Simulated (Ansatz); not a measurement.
The reference is KF in the NiAs type structure (space group P6_3/mmc, No. 194; a = 3.7393 Å, c = 6.5977 Å; a hypothetical phase, not in the database extracts checked). Axes: x lies along a and z along c of the hexagonal cell.

All numbers come from DFT with PBE, PAW potentials and a 420 eV plane-wave cutoff in Ansatz (a program for electronic structure), spin-orbit coupling left out.

Now apply this change: tensor shear ε_yz = +1.32 % (engineering shear γ = 0.0264); the atoms relax in the strained cell.

### Question
Predict the stress tensor and what it implies for the stiffness.

### Answer
Stress of the strained cell less that of the base (GPa, compression positive):
```
   0.01    0.00    0.00
   0.00    0.04   -0.33
   0.00   -0.33    0.03
```

Then −Δσ/γ with γ = 2ε = 0.0264 gives secant stiffness values (nonlinear terms included at this strain): C44 ≈ 12 GPa.

Stability against distortions was not tested.
